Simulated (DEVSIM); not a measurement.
System: Pd/Al2O3/SiO2/n-Si capacitor, at 400 K.

| layer (left to right) | material | thickness (nm) | Nd (cm⁻³) |
|---|---|---|---|
| 1 | Al2O3 | 7.70 | - |
| 2 | SiO2 | 1.40 | - |
| 3 | Si | 16000 | 1.3e15 |

Metal gate on the left, work function 5.2 eV. Fixed charge at the semiconductor interface 0 cm⁻² (in units of +e); interface traps 2.7e10 cm⁻² eV⁻¹, uniform in energy, neutral level at 0.3 of the gap above the valence band.

This is a model device: material constants are rounded textbook-type values typed into the input, and sizes, dopings and lifetimes were drawn at random. Values at 300 K; Nc and Nv go as T^1.5, mobilities as T to minus their exponent, the gap by Varshni's rule with the affinity fixed.

```
parameter         Al2O3  SiO2        Si
----------------  -----  ----  --------
gap (eV)            6.8     9     1.124
affinity (eV)      1.35   0.9      4.05
permittivity          9   3.9      11.7
Nc (cm⁻³)             -     -   2.86e19
Nv (cm⁻³)             -     -    3.1e19
Varshni α (eV/K)      -     -  0.000473
Varshni β (K)         -     -       636
```

DEVSIM, 1D Poisson equation in equilibrium, Boltzmann statistics, complete ionisation; no quantum confinement or tunnelling. Metal contacts follow the ideal Schottky-Mott rule: no Fermi-level pinning, no interface dipoles.

Base results: threshold voltage (band bending 2φF) (V) 0.40; minimum of the low-frequency capacitance (μF/cm²) 0.0256; capacitance of the dielectric stack (μF/cm²) 0.729; flat-band voltage (V) 0.79.

### Question
What follows from this one change: Al2O3 thickness 0.0077 → 0.0054 μm?

### Answer
threshold voltage (band bending 2φF) little changed (0.40 V); minimum of the low-frequency capacitance little changed (0.0258 μF/cm²); capacitance of the dielectric stack 0.729 → 0.923 μF/cm²; flat-band voltage little changed (0.79 V).

### Question
What follows from this one change: substrate doping 1.3e+15 → 2.6e+15 cm^-3?

### Answer
threshold voltage (band bending 2φF) 0.40 → 0.37 V; minimum of the low-frequency capacitance 0.0256 → 0.0323 μF/cm²; capacitance of the dielectric stack little changed (0.729 μF/cm²); flat-band voltage 0.79 → 0.82 V.

### Question
What follows from this one change: gate work function 5.2 → 5.5 eV?

### Answer
threshold voltage (band bending 2φF) 0.40 → 0.70 V; minimum of the low-frequency capacitance little changed (0.0256 μF/cm²); capacitance of the dielectric stack little changed (0.729 μF/cm²); flat-band voltage 0.79 → 1.09 V.

### Question
What follows from this one change: fixed charge 0 → 7.95e+11 cm^-2?

### Answer
threshold voltage (band bending 2φF) 0.40 → 0.22 V; minimum of the low-frequency capacitance little changed (0.0257 μF/cm²); capacitance of the dielectric stack little changed (0.729 μF/cm²); flat-band voltage 0.79 → 0.62 V.

### Question
What follows from this one change: interface trap density 2.7e+10 → 0 cm^-2 eV^-1?

### Answer
threshold voltage (band bending 2φF) little changed (0.40 V); minimum of the low-frequency capacitance 0.0256 → 0.0216 μF/cm²; capacitance of the dielectric stack little changed (0.729 μF/cm²); flat-band voltage little changed (0.79 V).
